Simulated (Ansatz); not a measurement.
The parent structure is SrTiO₃ in the cubic perovskite structure (space group Pm-3m, No. 221).

```yaml
crystal:
  lattice:
    - [3.89114, 0.00000, 0.00000]
    - [0.00000, 3.89114, 0.00000]
    - [0.00000, 0.00000, 3.89114]
  atoms:
    - { symbol: Sr, position: [0.00000, 0.00000, 0.00000] }
    - { symbol: Ti, position: [0.50000, 0.50000, 0.50000] }
    - { symbol: O, position: [0.50000, 0.00000, 0.50000] }
    - { symbol: O, position: [0.00000, 0.50000, 0.50000] }
    - { symbol: O, position: [0.50000, 0.50000, 0.00000] }
```

Level of theory: DFT with PBEsol, PAW potentials and a 420 eV plane-wave cutoff in Ansatz (a first-principles code), spin-orbit coupling left out.

Base values:

Width of the top valence band: 1.05 eV
Lattice parameter a: 3.891 Å

Modification: cell and atoms relaxed at a pressure of 10 GPa.

Question: Estimate the effect on the width of the top valence band.

Answer: The width of the top valence band goes up by 0.05 eV, from 1.05 eV to 1.10 eV.

Question: What happens to the lattice parameter a?

Answer: The lattice parameter a drops by 0.062 Å to 3.829 Å.

The levels and masses belong to the bands next to the band gap. Load acts through the strain it causes; cell and atoms are relaxed under it. Stability against distortions was not tested. No other phases were tried under pressure. All final runs are without spin polarisation. Many cubic perovskites are stable only at high temperature; tilts and polar distortions were not tested.
